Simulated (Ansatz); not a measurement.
# Al on the 1x1 (111) surface of fcc Pt, one in a 2x2 cell, started at the site 'bridge Pt-Pt (span 2.8 Å)'

All values below come from PBE (plane waves to 420 eV, PAW; Ansatz, a program for electronic structure).

Model: 17-atom slab, 6.9 Å thick at the start under the adsorbate (thin: gaps and levels are the slab's own), 6x6x1 mesh, Fermi-Dirac 0.1 eV, dipole correction, 8 atoms held, the rest relaxed; held to the start's symmetry, so lower structures may exist; no spin, no spin-orbit, no U, no dispersion correction. At the end it is bonded to 3 Pt. In PBE it is, or lies within 0.03 eV of, the lowest of the starts that converged.

```json
{
  "adsorption energy against an atom of fcc Al": "-1.24 eV",
  "work_function_of_the_top_face": "4.27 eV",
  "change_of_the_work_function": "-1.41 eV",
  "change_of_the_step_from_the_bottom_to_the_top_vacuum_level_against_the_clean_slab": "-1.40 eV",
  "energy_released_by_relaxation": "0.63 eV",
  "height of the binding atom over the mean of the host atoms within 0.3 Å of the top one": "1.788 Å",
  "nearest_host_atoms_of_the_binding_atom": "Pt at 2.43 Å, Pt at 2.43 Å, Pt at 2.43 Å",
  "largest_move_of_a_host_atom": "0.09 Å",
  "note": "in the relaxation the adsorbate left its starting site by 0.8 Å",
  "cost": "roughly 19 core-minutes"
}
```

A negative adsorption energy means that the adsorbate is more stable on the surface than in its reference.
